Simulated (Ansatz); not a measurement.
**rock-salt NbN (1 1 1) on wurtzite GaN (1 0 0) (film strained to the substrate, started from cuts of the bulks and a machine-learned relaxation; slabs Ga10N10 and N8Nb8, which can lie off the formulas)**

A periodic stack without vacuum, rock-salt NbN (1 1 1) on wurtzite GaN (1 0 0) (film strained to the substrate, started from cuts of the bulks and a machine-learned relaxation; slabs Ga10N10 and N8Nb8, which can lie off the formulas): substrate slab Ga10N10, film N8Nb8, surface cells [[0, 1], [-1, 0]] and [[-1, 2], [-1, 0]], film strained by -3.2 and +2.9 %, outermost planes GaN/GaN and N/Nb as cut, which need not be the usual terminations and can put a slab off its formula.

The start was prepared with a machine-learned potential, and the result is one local minimum, with the in-plane cell held and forces under 0.04 eV/Å; the film can end far from its bulk form.

Calculation: PBE (plane waves to 420 eV, PAW; Ansatz, a program for electronic structure). Scalar-relativistic, without spin–orbit coupling; the runs are not spin-polarised; PBE gaps are too small against experiment. Its k-point mesh 6×10×1, Fermi–Dirac width 0.05 eV.

The interface area is 16.9 Å². The period is 25.97 Å, the heights between the nearest atoms of the two slabs at the two interfaces comes out as 1.78 and 1.36 Å and the Ga–Nb contacts across the interfaces within 1.22 times the sum of covalent radii is 5, mean 2.87 Å. The N–Nb contacts across the interfaces within 1.22 times the sum of covalent radii comes out as 4, mean 2.19 Å.

```yaml
crystal:
  lattice:
    - [5.24294, -0.00011, 0.04817]
    - [0.00002, 3.21849, 0.01555]
    - [-1.50222, 1.47238, 25.96003]
  atoms:
    - { symbol: Ga, position: [0.53087, 0.33567, 0.04308] }
    - { symbol: Ga, position: [0.04234, 0.30705, 0.10140] }
    - { symbol: N, position: [0.92302, 0.34556, 0.02570] }
    - { symbol: N, position: [0.41987, 0.30170, 0.11135] }
    - { symbol: Ga, position: [0.55733, 0.78496, 0.14517] }
    - { symbol: Ga, position: [0.07166, 0.75190, 0.21206] }
    - { symbol: N, position: [0.93041, 0.78849, 0.13872] }
    - { symbol: N, position: [0.44843, 0.75022, 0.21524] }
    - { symbol: Ga, position: [0.58064, 0.23259, 0.25080] }
    - { symbol: Ga, position: [0.09674, 0.19805, 0.32040] }
    - { symbol: N, position: [0.95653, 0.23419, 0.24773] }
    - { symbol: N, position: [0.47345, 0.19753, 0.32146] }
    - { symbol: Ga, position: [0.60514, 0.67960, 0.35759] }
    - { symbol: Ga, position: [0.12239, 0.64462, 0.42796] }
    - { symbol: N, position: [0.98133, 0.68055, 0.35567] }
    - { symbol: N, position: [0.49763, 0.64442, 0.42847] }
    - { symbol: Ga, position: [0.62911, 0.12620, 0.46504] }
    - { symbol: Ga, position: [0.14335, 0.09093, 0.53662] }
    - { symbol: N, position: [0.00297, 0.12735, 0.46269] }
    - { symbol: N, position: [0.51426, 0.09231, 0.53436] }
    - { symbol: N, position: [0.83687, 0.54902, 0.62192] }
    - { symbol: N, position: [0.30782, 0.04121, 0.63757] }
    - { symbol: N, position: [0.46875, 0.49455, 0.73173] }
    - { symbol: N, position: [0.96540, 0.00260, 0.72145] }
    - { symbol: N, position: [0.14260, 0.44157, 0.82365] }
    - { symbol: N, position: [0.67494, 0.95108, 0.82440] }
    - { symbol: N, position: [0.84035, 0.39318, 0.92057] }
    - { symbol: N, position: [0.39544, 0.89960, 0.92384] }
    - { symbol: Nb, position: [0.63496, 0.05721, 0.60536] }
    - { symbol: Nb, position: [0.15111, 0.51694, 0.67913] }
    - { symbol: Nb, position: [0.31162, 0.96987, 0.77567] }
    - { symbol: Nb, position: [0.82600, 0.48511, 0.76627] }
    - { symbol: Nb, position: [0.02706, 0.91031, 0.87633] }
    - { symbol: Nb, position: [0.50262, 0.43290, 0.86899] }
    - { symbol: Nb, position: [0.73314, 0.87066, 0.97345] }
    - { symbol: Nb, position: [0.20278, 0.37887, 0.96297] }
```
